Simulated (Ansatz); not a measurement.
Convergence study of the k-point mesh for a (110) slab of NbH (cut from a parent of space group no. 139; 10 atoms in the cell)

```xyz
10
Lattice="3.0019 0.0000 0.0000 -3.4066 2.9745 0.0000 0.0000 0.0000 23.0449" Properties=species:S:1:pos:R:3 pbc="T T T"
H     -1.7033     1.4872     7.0000
H      0.0000     0.0000     9.2612
H      1.2986     1.4872    11.5225
H      0.0000     0.0000    13.7837
H      1.2986     1.4872    16.0449
Nb     0.0000     0.0000     7.0000
Nb     1.2986     1.4872     9.2612
Nb     0.0000     0.0000    11.5225
Nb     1.2986     1.4872    13.7837
Nb     0.0000     0.0000    16.0449
```

Method: PBEsol, default PAW files made with PBE (plane waves; Ansatz, a first-principles code).

Base settings: basis.ecutwfc = 30.9 Ry; kpoints.mp_grid.grid = 9 9 1; hamiltonian.xc = pbesol; hamiltonian.pseudopotentials = {kind: paw} (the program's default PAW files); scf.occupations.method = fermi_dirac; scf.occupations.width = 0.0073 Ry.

Only quantities that move along the ladder and can be compared are tabulated.

The count of work is k-points × plane waves × bands × iterations; it is no time. Core times come from one kind of shared machine, to one figure; runs under 30 s give none.

The starting cell comes from a database of computed structures (which also holds hypothetical and non-ambient phases and stackings), without a prior relaxation at this level. The slab is cut from that crystal, and its faces are unrelaxed. Its lattice was rescaled by up to half a per cent. Spin polarisation is off.

Steps (kpoints.mp_grid.grid): 3 3 1; 4 4 1; 5 5 1; 6 6 1; 8 8 1; 9 9 1; 10 10 1; 12 12 1; 14 14 1; 16 16 1; 19 19 1; 22 22 1; 26 26 1; 31 31 1; 36 36 1; 43 43 1.

Task: What is the coarsest kpoints.mp_grid.grid that holds the free energy within 5 meV/atom of the last step, with all finer ones?

Result: 8 8 1, at 0.043 of the last step's count of work; the step before is off by 5.7 meV/atom.

Task: What is the coarsest kpoints.mp_grid.grid that holds the forces within 0.02 eV/Å of the last step, with all finer ones?

Result: 9 9 1, at 0.052 of the last step's count of work; the step before is off by 0.053 eV/Å.

| kpoints.mp_grid.grid | free energy less the last step's (meV/atom) | largest difference of a force vector from the last step's (eV/Å) | count of work / last | core time / last (rough) |
|---|---|---|---|---|
| 3 3 1 | 25.30 | 0.112 | 0.0093 | – |
| 4 4 1 | 26.47 | 0.303 | 0.014 | – |
| 5 5 1 | -10.03 | 0.066 | 0.019 | – |
| 6 6 1 | -5.69 | 0.068 | 0.027 | – |
| 8 8 1 | 2.93 | 0.053 | 0.043 | – |
| 9 9 1 | -0.93 | 0.009 | 0.052 | – |
| 10 10 1 | -0.69 | 0.015 | 0.064 | – |
| 12 12 1 | 0.23 | 0.009 | 0.089 | – |
| 14 14 1 | 0.03 | 0.008 | 0.12 | – |
| 16 16 1 | 0.03 | 0.005 | 0.15 | 0.2 |
| 19 19 1 | -0.04 | 0.002 | 0.21 | 0.2 |
| 22 22 1 | -0.02 | 0.000 | 0.27 | 0.4 |
| 26 26 1 | -0.01 | 0.000 | 0.38 | 0.4 |
| 31 31 1 | 0.00 | 0.000 | 0.53 | 0.5 |
| 36 36 1 | 0.00 | 0.000 | 0.71 | 0.7 |
| 43 43 1 | 0.00 | 0.000 | 1.0 | 1 |

Keys are those of Ansatz 0.2.
